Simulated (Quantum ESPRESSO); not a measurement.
**A series of runs on Sr3MgO4 (Pmmm, 8 atoms in the cell)**

```cif
data_MgO4Sr3
_chemical_formula_sum 'Sr3 Mg1 O4'
_space_group_name_H-M_alt 'P 1'
_space_group_IT_number 1
_cell_length_a 3.50697
_cell_length_b 5.07576
_cell_length_c 7.11769
_cell_angle_alpha 90.000
_cell_angle_beta 90.000
_cell_angle_gamma 90.000
loop_
_space_group_symop_operation_xyz
  'x, y, z'
loop_
_atom_site_label
_atom_site_type_symbol
_atom_site_fract_x
_atom_site_fract_y
_atom_site_fract_z
_atom_site_occupancy
Sr1 Sr 0.50000 0.50000 0.23886 1
Sr2 Sr 0.50000 0.50000 0.76114 1
Sr3 Sr 0.00000 0.00000 0.50000 1
Mg1 Mg 0.00000 0.00000 0.00000 1
O1 O 0.00000 0.50000 0.50000 1
O2 O 0.50000 0.00000 0.78197 1
O3 O 0.50000 0.00000 0.21803 1
O4 O 0.00000 0.50000 0.00000 1
```

Base run A: LDA (PZ), GBRV 1.5 ultrasoft (LDA) pseudopotentials in Quantum ESPRESSO, self-consistent single point.

Its settings: ecutwfc = 40 Ry; ecutrho = 200 Ry; occupations = fixed; potentials = {Sr: sr_lda_v1.uspp.F.UPF, Mg: mg_lda_v1.4.uspp.F.UPF, O: o_lda_v1.2.uspp.F.UPF}; K_POINTS = automatic 7 4 3 0 0 0; nbnd = 38; conv_thr = 1e-08 Ry; mixing_beta = 0.5.

The starting cell comes from a database of computed structures (which also holds hypothetical and non-ambient phases and stackings), without a prior relaxation at this level. In the base run, with a pressure of about -7 GPa the cell is away from its equilibrium volume at this level.

Total energies depend on the potentials, the functional and any Hubbard or dispersion term, so they are compared only between runs that share all of them.

Runs:
- B: pseudopotentials: {Sr: sr_lda_v1.uspp.F.UPF, Mg: mg_lda_v1.4.uspp.F.UPF, O: o_lda_v1.2.uspp.F.UPF} → {Sr: sr_pbesol_v1.uspp.F.UPF, Mg: mg_pbesol_v1.4.uspp.F.UPF, O: o_pbesol_v1.2.uspp.F.UPF} [PBEsol]
- C: pseudopotentials: {Sr: sr_lda_v1.uspp.F.UPF, Mg: mg_lda_v1.4.uspp.F.UPF, O: o_lda_v1.2.uspp.F.UPF} → {Sr: sr_pbe_v1.uspp.F.UPF, Mg: mg_pbe_v1.4.uspp.F.UPF, O: o_pbe_v1.2.uspp.F.UPF}; input_dft: default → rpbe [RPBE]
- D: pseudopotentials: {Sr: sr_lda_v1.uspp.F.UPF, Mg: mg_lda_v1.4.uspp.F.UPF, O: o_lda_v1.2.uspp.F.UPF} → {Sr: sr_pbe_v1.uspp.F.UPF, Mg: mg_pbe_v1.4.uspp.F.UPF, O: o_pbe_v1.2.uspp.F.UPF}; input_dft: default → revpbe [revPBE]
- E: pseudopotentials: {Sr: sr_lda_v1.uspp.F.UPF, Mg: mg_lda_v1.4.uspp.F.UPF, O: o_lda_v1.2.uspp.F.UPF} → {Sr: sr_pbe_v1.uspp.F.UPF, Mg: mg_pbe_v1.4.uspp.F.UPF, O: o_pbe_v1.2.uspp.F.UPF}; input_dft: default → blyp [BLYP]
- F: pseudopotentials: {Sr: sr_lda_v1.uspp.F.UPF, Mg: mg_lda_v1.4.uspp.F.UPF, O: o_lda_v1.2.uspp.F.UPF} → {Sr: sr_pbe_v1.uspp.F.UPF, Mg: mg_pbe_v1.4.uspp.F.UPF, O: o_pbe_v1.2.uspp.F.UPF}; input_dft: default → wc [Wu-Cohen GGA]
- G: pseudopotentials: {Sr: sr_lda_v1.uspp.F.UPF, Mg: mg_lda_v1.4.uspp.F.UPF, O: o_lda_v1.2.uspp.F.UPF} → {Sr: sr_pbe_v1.uspp.F.UPF, Mg: mg_pbe_v1.4.uspp.F.UPF, O: o_pbe_v1.2.uspp.F.UPF}; input_dft: default → pw91 [PW91]
- H: pseudopotentials: {Sr: sr_lda_v1.uspp.F.UPF, Mg: mg_lda_v1.4.uspp.F.UPF, O: o_lda_v1.2.uspp.F.UPF} → {Sr: sr_pbe_v1.uspp.F.UPF, Mg: mg_pbe_v1.4.uspp.F.UPF, O: o_pbe_v1.2.uspp.F.UPF}; input_dft: default → vdw-df2 [vdW-DF2]
- I: pseudopotentials: {Sr: sr_lda_v1.uspp.F.UPF, Mg: mg_lda_v1.4.uspp.F.UPF, O: o_lda_v1.2.uspp.F.UPF} → {Sr: sr_pbe_v1.uspp.F.UPF, Mg: mg_pbe_v1.4.uspp.F.UPF, O: o_pbe_v1.2.uspp.F.UPF}; input_dft: default → vdw-df-cx [vdW-DF-cx]
- J: pseudopotentials: {Sr: sr_lda_v1.uspp.F.UPF, Mg: mg_lda_v1.4.uspp.F.UPF, O: o_lda_v1.2.uspp.F.UPF} → {Sr: sr_pbe_v1.uspp.F.UPF, Mg: mg_pbe_v1.4.uspp.F.UPF, O: o_pbe_v1.2.uspp.F.UPF}; input_dft: default → rvv10 [rVV10]

| run | pressure (GPa) | largest force (eV/Å) | gap on the mesh (eV) |
|---|---|---|---|
| A | -7.41 | 0.136 | 2.836 |
| B | [?] | 0.128 | 2.876 |
| C | 2.22 | 0.049 | 3.146 |
| D | [?] | 0.059 | 3.112 |
| E | 2.25 | 0.017 | 3.162 |
| F | -3.92 | 0.133 | 2.869 |
| G | [?] | 0.075 | 3.002 |
| H | 3.28 | 0.047 | 3.111 |
| I | -3.36 | 0.121 | 3.026 |
| J | -0.53 | 0.045 | 2.867 |

Q: Some entries are withheld; supply them.

A: 
- B, pressure (GPa): -4.15
- D, pressure (GPa): 1.53
- G, pressure (GPa): -0.93
